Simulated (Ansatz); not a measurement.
The parent structure is CsCaBr3 in the cubic perovskite structure (space group Pm-3m, No. 221; a cell from a computed database, its experimental status unchecked).

```cif
data_Br3CaCs
_chemical_formula_sum 'Cs1 Ca1 Br3'
_space_group_name_H-M_alt 'Pm-3m'
_space_group_IT_number 221
_space_group_name_Hall '-P 4 2 3'
_cell_length_a 5.64020
_cell_length_b 5.64020
_cell_length_c 5.64020
_cell_angle_alpha 90.000
_cell_angle_beta 90.000
_cell_angle_gamma 90.000
loop_
_atom_site_label
_atom_site_type_symbol
_atom_site_symmetry_multiplicity
_atom_site_Wyckoff_symbol
_atom_site_fract_x
_atom_site_fract_y
_atom_site_fract_z
_atom_site_occupancy
Cs1 Cs 1 a 0.00000 0.00000 0.00000 1
Ca1 Ca 1 b 0.50000 0.50000 0.50000 1
Br1 Br 3 c 0.00000 0.50000 0.50000 1
```

Levels (all Ansatz, a first-principles code, PAW): PBEsol (420 eV, without spin-orbit coupling); r2SCAN (500 eV, scalar-relativistic without spin-orbit coupling); HSE06 (420 eV, scalar-relativistic without spin-orbit coupling).

One geometry, relaxed with PBEsol, under each level:

| level | band gap | lowest conduction level above the VBM at special points | pressure |
|---|---|---|---|
| PBEsol | 4.40 eV | Γ 4.40 eV; X 4.84 eV; R 5.88 eV; M 5.92 eV | 0.00 GPa |
| r2SCAN | (withheld) | (withheld) | (withheld) |
| HSE06 | 5.75 eV | Γ 5.75 eV; X 6.35 eV; R 7.20 eV | – |

Give the withheld r2SCAN results.


- r2SCAN, band gap: 5.29 eV
- r2SCAN, lowest conduction level above the VBM at special points: Γ 5.29 eV; X 5.50 eV; R 6.68 eV; M 6.59 eV
- r2SCAN, pressure: 0.87 GPa

Single points use the geometry relaxed with PBEsol. Their cutoffs differ, which shifts pressures a little. HSE06 gaps are upper bounds (no full band path). Whether these cells are dynamically stable was not tested. Many cubic perovskites are stable only at high temperature; tilts and polar distortions were not tested.
